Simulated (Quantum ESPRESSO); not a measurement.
## Quick settings and what they miss: Al (Im-3m, 1 atom in the cell)

Self-consistent single point.

```
CELL_PARAMETERS angstrom
      1.61509     1.61509     1.61509
     -1.61509     1.61509     1.61509
     -1.61509    -1.61509     1.61509
ATOMIC_POSITIONS crystal
  Al 0.00000 0.00000 0.00000
```

Computed with PBEsol, PseudoDojo standard norm-conserving (PBESOL) pseudopotentials (plane waves; Quantum ESPRESSO).

Base settings: ecutwfc = 40 Ry; occupations = smearing; smearing = gaussian; degauss = 0.019992 Ry; potentials = {Al: Al.upf}; K_POINTS = automatic 12 12 12 0 0 0; conv_thr = 1e-10 Ry; mixing_beta = 0.5.

Tight run (finer mesh or higher cutoff; not a proven limit): ecutwfc: 40 Ry → 56 Ry; conv_thr: 1e-10 Ry → 7.3e-11 Ry; K_POINTS: automatic 12 12 12 0 0 0 → automatic 17 17 17 0 0 0. It gave Fermi level (on the code's own zero) 7.65 eV; pressure -1.37 GPa.

Quick runs, as changes from the base:
- A: the base itself
- B: ecutwfc: 40 Ry → 22 Ry; smearing: gaussian → fermi-dirac; K_POINTS: automatic 12 12 12 0 0 0 → automatic 2 2 2 0 0 0; potentials: PseudoDojo standard norm-conserving (LDA) [LDA (PW92)]
- C: ecutwfc: 40 Ry → 36 Ry; smearing: gaussian → marzari-vanderbilt; degauss: 0.019992 Ry → 0.0099958 Ry; K_POINTS: automatic 12 12 12 0 0 0 → automatic 2 2 2 1 1 1; potentials: PseudoDojo standard norm-conserving (LDA) [LDA (PW92)]
- D: ecutwfc: 40 Ry → 20 Ry; K_POINTS: automatic 12 12 12 0 0 0 → automatic 4 4 4 0 0 0
- E: ecutwfc: 40 Ry → 24 Ry; smearing: gaussian → marzari-vanderbilt; degauss: 0.019992 Ry → 0.0099958 Ry; K_POINTS: automatic 12 12 12 0 0 0 → automatic 6 6 6 1 1 1
- F: ecutwfc: 40 Ry → 31 Ry; smearing: gaussian → fermi-dirac; degauss: 0.019992 Ry → 0.0099958 Ry; conv_thr: 1e-10 Ry → 7.3e-05 Ry; K_POINTS: automatic 12 12 12 0 0 0 → automatic 8 8 8 1 1 1; potentials: PseudoDojo standard norm-conserving (LDA) [LDA (PW92)]

Energies are extrapolated to zero smearing width, which holds to low order in the width alone (under cold and Methfessel-Paxton smearing the free energy itself is taken).

Dashes: energy of B, C, F, another energy zero.

† marks runs with another functional, U, potentials or spin treatment: their distance from the tight run is not a convergence error alone.

The count of work is k-points × plane waves × bands × iterations; it is no time. 

The starting cell comes from a database of computed structures (which also holds hypothetical and non-ambient phases and stackings), without a prior relaxation at this level. Its lattice was rescaled by a random factor within 2.5 % of one.

| run | energy less tight (meV/atom) | pressure less tight (GPa) | count of work / tight |
|---|---|---|---|
| A | 3.7 | 0.12 | 0.27 |
| B† | – | -5.94 | 0.0052 |
| C† | – | -17.12 | 0.0072 |
| D | 282.4 | -0.28 | 0.011 |
| E | 113.4 | -2.45 | 0.024 |
| F† | – | -1.53 | 0.033 |

Among the runs at the tight run's level, the energy misses run from 3.7 to 282.4 meV/atom.
